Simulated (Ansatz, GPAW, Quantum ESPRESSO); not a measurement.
One structure in several programs: InGaTe₂ (I4/mcm, 8 atoms in the cell)

Self-consistent single point.

```yaml
crystal:
  lattice:
    - [-4.32802, 4.32802, 3.44395]
    - [4.32802, -4.32802, 3.44395]
    - [4.32802, 4.32802, -3.44395]
  atoms:
    - { symbol: In, position: [0.75000, 0.75000, 0.00000] }
    - { symbol: In, position: [0.25000, 0.25000, 0.00000] }
    - { symbol: Ga, position: [0.25000, 0.75000, 0.50000] }
    - { symbol: Ga, position: [0.75000, 0.25000, 0.50000] }
    - { symbol: Te, position: [0.17133, 0.67133, 0.84266] }
    - { symbol: Te, position: [0.82867, 0.32867, 0.15734] }
    - { symbol: Te, position: [0.67133, 0.82867, 0.50000] }
    - { symbol: Te, position: [0.32867, 0.17133, 0.50000] }
```

All programs got the same cell, k-point mesh and kind of occupations (in Ansatz's words: kpoints.mp_grid.grid = 3 3 3; scf.occupations.method = gaussian; scf.occupations.width = 0.272 eV); potentials, basis and cutoffs are each program's usual ones.

```csv
code,model,pressure (GPa),largest force (eV/Å),cutoff
GPAW,"PBEsol, GPAW PAW datasets PBEsol (made by gpaw-setup)",-3.45,0.333,600 eV
Quantum ESPRESSO,"PBEsol, PseudoDojo standard norm-conserving (PBESOL) pseudopotentials",-3.31,0.323,85 Ry
Ansatz,"PBEsol, PAW files made with PBE",-3.34,0.331,420 eV
```

No clean gap comes from GPAW and Quantum ESPRESSO: levels at the Fermi energy touch, overlap or are partly filled at this smearing.

The spread over the programs that give each value: pressure within 0.14 GPa; largest force within 0.010 eV/Å.

The starting cell comes from a database of computed structures (which also holds hypothetical and non-ambient phases and stackings), without a prior relaxation at this level. Its lattice was rescaled by a random factor within 2.5 % of one. On Ansatz's run: Spin-orbit coupling is off. In the base run, with a pressure of about -3 GPa the cell is away from its equilibrium volume at this level. A gap is left out here, as mesh or smearing make it unsure.

Problem. Why do the programs differ, and what cannot be compared?

Solution. Differences of this kind can come from the potentials, where these differ, and from what each basis and cutoff leave unconverged. The valence holds different numbers of electrons (GPAW 56, Quantum ESPRESSO 116, Ansatz (an electronic-structure program) 116). The zero of total energies and Fermi levels follows the potentials and each program's conventions, so they are not compared here. Ansatz's pressure is given at a fixed set of plane waves, as the other plane-wave codes print theirs.

Left out of this page: ABINIT (stopped by limits of time or memory).

Keys are those of Ansatz 0.2.
